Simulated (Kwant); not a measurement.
Device: normal lead on a InSb wire with induced superconductivity. Mass 0.014 mₑ, grid 10 nm, pairing Δ = 0.5 meV, chemical potential 1.2 meV in the wire and 10 meV in the lead, Rashba 0.053 eV nm, Zeeman energy 2 meV along the wire, barrier 28 meV × 20 nm; the superconducting wire is semi-infinite.

The device is made up for the run: typed textbook-type constants, with dimensions and the other settings drawn at random.

Computed with Kwant: Bogoliubov-de Gennes tight-binding model of one subband, both spins, coherent transport at 0 K. Conductance is in e²/h.

Task: Does the wire meet the condition for a Majorana end state, and what zero-bias conductance follows?

Result: √(Δ² + μ²) = 1.30 meV against a Zeeman energy of 2.00 meV: the condition is met, so G(0) = 2e²/h whatever the barrier. Simulated G(0) = 2.00 e²/h.
